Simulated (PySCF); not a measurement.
PySCF 2.14.0, B3LYP/def2-svp, df: Cd(OH)(k2OAc) (CC1[O][Cd]([OH])<-[O]=1), 10 atoms. The geometry is a generated start, not checked to be a minimum at this level.

```
Item                                                Result
-------------------------  -------------------------------
task                                                energy
method                                               b3lyp
basis                                             def2-svp
two-electron scheme                        density fitting
mol.max_memory                                    16000 MB
mf.max_cycle                                           100
mf.level_shift                                 0.5 Hartree
mf.init_guess                              minao (default)
mf.DIIS                                    CDIIS (default)
mf.diis_space                                  8 (default)
mf.conv_tol                                1e-09 (default)
mf.grids.level                                 3 (default)
effective core potentials  those of the basis set, past Kr
basis functions                                        121
grid points                                         132104
```

Machine: one whole node, Arm Neoverse V2, 96 cores on 1 socket, no SMT, 1 L3 cache group.

Run on 16 threads, 1 BLAS thread, it takes 3.6 s from launch to exit:

```bash
OMP_NUM_THREADS=16 OPENBLAS_NUM_THREADS=1 python -u run.py
```

From its output:

```
[INPUT] num. atoms = 10
[INPUT] num. electrons = 60
number of NR cGTOs = 121
basis = def2-svp
method = DFRKS
initial guess = minao
DIIS = <class 'pyscf.scf.diis.CDIIS'>
diis_space = 8
direct_scf = False
max_memory 16000 MB (current use 108 MB)
XC functionals = b3lyp
grids dens level: 3
tot grids = 132104
auxbasis = def2-svp-jkfit
max_memory = 16000
integrals held in memory: False
...
    CPU time for setting up grids      0.20 sec, wall time      0.13 sec
    CPU time for vxc      1.38 sec, wall time      0.10 sec
    CPU time for cholesky_eri      0.35 sec, wall time      0.14 sec
    CPU time for df vj and vk      0.54 sec, wall time      0.16 sec
init E= -458.50700433096
    CPU time for initialize scf      3.69 sec, wall time      0.52 sec
    CPU time for vxc      1.19 sec, wall time      0.08 sec
    CPU time for df vj and vk      0.15 sec, wall time      0.01 sec
cycle= 1 E= -470.431276331756  delta_E= -11.9  |g|= 2.29  |ddm|= 4.37
    CPU time for cycle= 1      1.35 sec, wall time      0.10 sec
    CPU time for vxc      1.17 sec, wall time      0.08 sec
    CPU time for df vj and vk      0.14 sec, wall time      0.01 sec
cycle= 2 E= -471.129032205475  delta_E= -0.698  |g|= 1.94  |ddm|= 4.09
    CPU time for cycle= 2      1.33 sec, wall time      0.10 sec
    CPU time for vxc      1.14 sec, wall time      0.08 sec
    CPU time for df vj and vk      0.14 sec, wall time      0.01 sec
cycle= 3 E= -471.704819129574  delta_E= -0.576  |g|= 0.723  |ddm|= 1.06
    CPU time for cycle= 3      1.30 sec, wall time      0.10 sec
    CPU time for vxc      1.17 sec, wall time      0.08 sec
    CPU time for df vj and vk      0.14 sec, wall time      0.01 sec
...
    CPU time for df vj and vk      0.15 sec, wall time      0.01 sec
cycle= 22 E= -471.842159882272  delta_E= -4.98e-09  |g|= 5.67e-05  |ddm|= 0.000124
    CPU time for cycle= 22      1.37 sec, wall time      0.10 sec
    CPU time for vxc      1.20 sec, wall time      0.09 sec
    CPU time for df vj and vk      0.15 sec, wall time      0.01 sec
cycle= 23 E= -471.842159884581  delta_E= -2.31e-09  |g|= 3.99e-05  |ddm|= 8.38e-05
    CPU time for cycle= 23      1.36 sec, wall time      0.10 sec
    CPU time for vxc      1.19 sec, wall time      0.09 sec
    CPU time for df vj and vk      0.14 sec, wall time      0.01 sec
cycle= 24 E= -471.842159885688  delta_E= -1.11e-09  |g|= 2.63e-05  |ddm|= 5.73e-05
    CPU time for cycle= 24      1.36 sec, wall time      0.10 sec
    CPU time for vxc      1.20 sec, wall time      0.09 sec
    CPU time for df vj and vk      0.14 sec, wall time      0.01 sec
cycle= 25 E= -471.8421598862  delta_E= -5.13e-10  |g|= 1.84e-05  |ddm|= 3.92e-05
    CPU time for cycle= 25      1.36 sec, wall time      0.10 sec
    CPU time for vxc      1.19 sec, wall time      0.09 sec
    CPU time for df vj and vk      0.15 sec, wall time      0.01 sec
    CPU time for scf_cycle     38.92 sec, wall time      3.18 sec
    CPU time for SCF     38.92 sec, wall time      3.18 sec
converged SCF energy = -471.842159886536
SCF converged: True
wall of the SCF part: 3.184 s
```

Wall times, medians of two to five repeats, each run alone on the node (launch to exit). Unless noted, each process is bound to its own block of adjacent cores. The times hold for this build (PyPI wheel: OpenMP (GNU), a bundled serial OpenBLAS 0.3.3 under its C layer, NumPy's threaded OpenBLAS held to generic ARMv8 kernels, libcint, Libxc). Scratch files lie in a memory file system.

Read the timing block: which change would cut the largest part, on the same cores and with the result kept within 1.0 meV/atom in energy?

The largest part is exchange-correlation on the grid (vxc), 67 % of the time from launch to exit. The log has 27 such calls, with about 14 cores busy by their CPU and wall times. One change that relieves it (others may too): going from mf.level_shift = 0.5 Hartree, mf.diis_space = 8 (default) to mf.level_shift = 0 (default), mf.diis_space = 16, one of the fastest of the measured ones that keep the result: 3.6 s to 2.4 s (1.5× as fast). The largest move is in exchange-correlation on the grid (vxc): 2.4 s to 1.4 s. The count of Fock builds goes from 27 to 16. SCF cycles go from 25 to 14. These two results differ by: energy under 0.001 meV/atom. Others tried: mf.diis_space = 8 (default), mf.level_shift = 0 (default) (2.4 s); mf.diis_space = 8 (default), mf.damp = 0.5, mf.diis_start_cycle = 5, mf.level_shift = 0 (default) (2.6 s); mf.diis_space = 4, mf.level_shift = 0 (default) (2.9 s); mf.diis_space = 8 (default), mf.level_shift = 0.2 Hartree (2.9 s); mf.diis_space = 8 (default), mf.level_shift = 0 (default), mf.DIIS = ADIIS (3.4 s); mf.diis_space = not set, mf.damp = 0.7, mf.diis_start_cycle = 999, mf.level_shift = 0 (default), mf.DIIS = not set, mf.diis = false (3.7 s).
